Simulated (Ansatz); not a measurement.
**Step by step: energy of one form of C over another**

We look at the energy of one form of C over another. The value is E(A) − E(B), in meV per atom.

A: C (sp3 polytype, P6₃/mmc), 12 atoms in the cell. Conventional cell: a = b = 2.5205 Å, c = 12.4290 Å, α = β = 90.00°, γ = 120.00°.

B: C (diamond, Fd-3m), 2 atoms in the cell. Conventional cell: a = 3.5716 Å, b = 3.5716 Å, c = 3.5716 Å, α = 90.00°, β = 90.00°, γ = 90.00°.

Method: Ansatz (a quantum-chemistry and plane-wave program), PAW, neutral cells at 0 K with nuclei at rest, on structures from PBE. Ansatz runs with its default PAW set. Other levels take these structures. The lattices are those relaxed with PBE, so at other levels the solids can be strained, which adds to the spread. A dispersion term (D3(BJ), or D4 for r2SCAN) was computed beside these levels and is taken off wherever the name lacks it.

Total energies of the cells in eV, at zero smearing width. They compare only within one column; the weights balance every element.

```csv
cell,atoms,weight,r2SCAN,PBEsol
A: C (sp3 polytype),12,+1,-3018.57917,-2959.92996
B: C (diamond),2,−6,-503.11012,-493.33244
```

r2SCAN: (-3018.57917) − 6 × (-503.11012) = 0.082 eV; dividing by 12 atoms gives 7 meV/atom.

PBEsol: (-2959.92996) − 6 × (-493.33244) = 0.065 eV; dividing by 12 atoms gives 5 meV/atom.

What follows from the r2SCAN value: Against the thermal energy at 300 K, k_BT = 25.9 meV, the difference of 6.8 meV per atom is 0.26 k_BT. To turn the order at 1000 K, where k_BT = 86.2 meV, the higher one would need 0.079 k_B per atom more entropy.
